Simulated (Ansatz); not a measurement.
Output of an Ansatz run (abridged):

```
WARN the atoms were moved onto the symmetric positions of the space group found under crystal.symmetry.tolerance 1.0e-5 (fractional …
WARN ansatz: RAYON_NUM_THREADS=1 ignored (pool sized by the plan → 1); use --threads N
Pseudopotentials: kind: paw
Pseudopotential: Yb, paw, valence charge 24
Pseudopotential: Si, paw, valence charge 4
Crystal: 3 atoms, lattice volume = 58.846 Å³
Basis set: ecut = 420.4159175005146 eV, 1177 PW (Γ), exchange–correlation on 60×60×60 points (8 copies of the dense FFT grid, shifted against one another)
Bands: 20, of which v1, the nominal top of the filled ones, is band 16 counted from 1 (15 counted from 0)
Symmetry: 24 space group operations
Space group: P6/mmm (ITA 191), of the structure as read, at distance tolerance 3.9e-5 Å
k-points: 28 of 216
PAW frozen core: Yb, regenerated for the run's functional, and the local potential with it
PAW frozen core: Si, regenerated for the run's functional, and the local potential with it
Initial density: superposition of atomic densities (chi_scale 0.1, normalization cell)
Initial wavefunctions: pseudopotential atomic-orbital guess
Eigensolver: davidson
Functional: x = pbesol(κ = 0.804, μ = 0.12345679012345678), c = pbesol(β = 0.046)
SCF iter   1: F=—  HF=-14921.567739 eV  |F-HF|=—  |Δ(HF+E_count)|=         —  Δρ=1.23e-1  dr2=9.43e0  ethr=3.10e-3  ⟨swp⟩=6.4  Hψ=3000  notcnv=0
all-band conjugate gradients solve this SCF's bands
preconditioner: auto → Kerker (q_TF=auto, 2.465 Å⁻¹)
SCF iter   2: F=—  HF=-14921.257851 eV  |F-HF|=—  |Δ(HF+E_count)|=   3.10e-1  S|Δr|=    0.00e0  Δρ=6.26e-2  dr2=2.55e0  ethr=3.10e-3  ⟨swp⟩=1.8  Hψ=827  notcnv=0
SCF iter   3: F=—  HF=-14921.114978 eV  |F-HF|=—  |Δ(HF+E_count)|=   1.43e-1  S|Δr|=    0.00e0  Δρ=2.63e-2  dr2=4.54e-1  ethr=3.10e-3  ⟨swp⟩=2.0  Hψ=635  notcnv=0
SCF iter   4: F=—  HF=-14921.086095 eV  |F-HF|=—  |Δ(HF+E_count)|=   2.89e-2  S|Δr|=    0.00e0  Δρ=1.51e-2  dr2=1.53e-1  ethr=1.42e-3  ⟨swp⟩=1.2  Hψ=791  notcnv=0
SCF iter   5: F=—  HF=-14921.071274 eV  |F-HF|=—  |Δ(HF+E_count)|=   1.48e-2  S|Δr|=    0.00e0  Δρ=3.35e-3  dr2=7.60e-3  ethr=4.78e-4  ⟨swp⟩=1.3  Hψ=572  notcnv=0
SCF iter   6: F=—  HF=-14921.070772 eV  |F-HF|=—  |Δ(HF+E_count)|=   5.02e-4  S|Δr|=    0.00e0  Δρ=2.26e-3  dr2=3.23e-3  ethr=2.37e-5  ⟨swp⟩=1.9  Hψ=786  notcnv=0
SCF iter   7: F=—  HF=-14921.070440 eV  |F-HF|=—  |Δ(HF+E_count)|=   3.32e-4  S|Δr|=    0.00e0  Δρ=4.70e-4  dr2=1.27e-4  ethr=1.01e-5  ⟨swp⟩=1.2  Hψ=582  notcnv=0
SCF iter   8: F=—  HF=-14921.070426 eV  |F-HF|=—  |Δ(HF+E_count)|=   1.39e-5  S|Δr|=    0.00e0  Δρ=3.06e-5  dr2=1.26e-6  ethr=3.97e-7  ⟨swp⟩=2.1  Hψ=886  notcnv=0
SCF iter   9: F=—  HF=-14921.070409 eV  |F-HF|=—  |Δ(HF+E_count)|=   1.73e-5  S|Δr|=    0.00e0  Δρ=2.98e-5  dr2=5.27e-7  ethr=3.94e-9  ⟨swp⟩=2.0  Hψ=996  notcnv=0
SCF iter  10: F=—  HF=-14921.070409 eV  |F-HF|=—  |Δ(HF+E_count)|=   2.01e-7  S|Δr|=    0.00e0  Δρ=3.78e-6  dr2=1.04e-8  ethr=3.13e-10  ⟨swp⟩=5.6  Hψ=3342  notcnv=0
SCF iter  11: F=-14921.070409 eV  HF=-14921.070409 eV  |F-HF|=6.03e-9  |Δ(HF+E_count)|=   8.87e-9  S|Δr|=    0.00e0  Δρ=2.32e-6  dr2=5.61e-9  ethr=3.24e-11  ⟨swp⟩=4.8  Hψ=2180  notcnv=0
SCF 1 converged in 11 iterations: F = -14921.070409 eV  dr2 = 5.61e-9
SCF converged after 11 iterations
Stability not checked (fill_not_monotonic)
Free energy (F): -14921.070409 eV
Harris-Foulkes:  -14921.070409 eV  (|F-HF|=6.03e-9)
Internal energy: -14921.070008 eV  (E = F + TS)
E sigma→0 (E₀):  -14921.070275 eV
Entropy (-TS):   -0.000401 eV (-0.134 meV/atom)
Fermi energy:    11.519714 eV
--- Per-component energies (eV) ---
  E_band       = 64.476851
  E_kinetic    = 441.942509
  E_local      = -6633.758063  (includes V_loc(G=0)·N_el)
  E_nonlocal   = 594.618412
  E_hartree    = 2921.306781
  E_xc         = -275.085435
  E_vxc        = -301.254281  (∫ρ·V_xc dr)
  E_paw        = -8227.999520  (= ΣΔE_a)
  E_vpaw       = 120.308513  (= ΣTr[D̂ρ^β])
  E_aug_tail   = 0.000014  (compensation charges beyond the density's cutoff)
  E_ewald      = -3743.287022
  E_core_change = 1.192315  (= ΣΔE_core)
  E_smearing   = -0.000401  (= −TS)
  E_closure    = -0.000000  (closes the sum)
  Σ components = -14921.070409   (vs F -14921.070409, Δ=0.00e0)
--- Forces (eV/Å), atoms counted from 1 ---
  atom   1  Yb    -0.00000000     0.00000000     0.00000000
   [... zero for the other atoms too ...]
  max |Σ_I F_I| component: 3.70e-17 eV/Å
--- Stress (GPa, compression-positive) ---
       -4.523442      -0.000000       0.000000
        0.000000      -4.523442       0.000000
        0.000000       0.000000      -7.228521
  P = ⅓ Tr σ = -5.4251 GPa (-54.251 kbar)
  The stress holds the Pulay correction. Without it, at fixed plane waves, as pw.x and ABINIT print it: P = -5.4602 GPa
--- Band table (eV; the first three rows and the last of 28) ---
  k-point 0: bands = ["-39.9140", "-12.2625", "-12.1571", "-12.1571", "-0.4330", "8.5647", "8.5647", "9.1975", "10.2742", "10.7584", "10.8143", "10.8143", "10.9057", "10.9057", "11.0614", "11.1280", "11.4529", "13.0255", "13.0255", "15.3570"]
  k-point 1: bands = ["-39.9137", "-12.2890", "-12.1549", "-12.1549", "-0.2385", "7.8206", "8.6776", "8.6776", "10.4066", "10.8276", "10.8276", "10.9177", "10.9345", "10.9345", "11.0615", "11.4569", "12.3670", "12.3802", "12.3802", "15.3456"]
  k-point 2: bands = ["-39.9129", "-12.3414", "-12.1504", "-12.1504", "0.2113", "6.2641", "8.9321", "8.9321", "10.7155", "10.8809", "10.8809", "10.9147", "11.0297", "11.0297", "11.0617", "11.4726", "11.5807", "11.5807", "13.9525", "13.9525"]
  k-point 27: bands = ["-39.9093", "-12.3259", "-12.2286", "-12.2286", "2.8523", "2.8523", "6.6265", "8.9800", "8.9800", "10.9189", "10.9189", "10.9470", "10.9493", "10.9563", "10.9563", "11.0394", "12.6366", "14.9182", "14.9182", "15.9810"]
```

The structure:

```xyz
3
Lattice="4.0719 0.0000 0.0000 -2.0360 3.5264 0.0000 0.0000 0.0000 4.0982" Properties=species:S:1:pos:R:3 pbc="T T T"
Yb     0.0000     0.0000     0.0000
Si     2.0360     1.1755     2.0491
Si     0.0000     2.3509     2.0491
```

Write an input that gives this output.

Other spellings and defaults could give the same log, and not every line can be read from it. The input that was run (DFT, PBEsol, plane waves, default PAW files made with PBE):

Ansatz 0.2 input:
```yaml
# YbSi2
crystal:
  lattice:
    - [4.071908, 0.000000, 0.000000]
    - [-2.035954, 3.526376, 0.000000]
    - [0.000000, 0.000000, 4.098169]
  atoms:
    - { symbol: Yb, position: [0.000000, 0.000000, 0.000000] }
    - { symbol: Si, position: [0.666667, 0.333333, 0.500000] }
    - { symbol: Si, position: [0.333333, 0.666667, 0.500000] }
basis:
  ecutwfc: 30.9 Ry
kpoints:
  mp_grid: { grid: [6, 6, 6] }
hamiltonian:
  xc: pbesol
  pseudopotentials: { kind: paw }
scf:
  occupations: { method: cold, width: 0.0073 Ry }
output:
  forces: true
  eigenvalues: true
  stress: true
```

The starting cell comes from a database of computed structures (which also holds hypothetical and non-ambient phases and stackings), without a prior relaxation at this level. Its lattice was rescaled by a random factor within 2.5 % of one. Spin-orbit coupling is off. Spin polarisation is off. With a pressure of about -5 GPa the cell is away from its equilibrium volume at this level. Ansatz's pressure includes its estimate of the finite-basis (Pulay) stress.

Ansatz is a program for electronic structure.
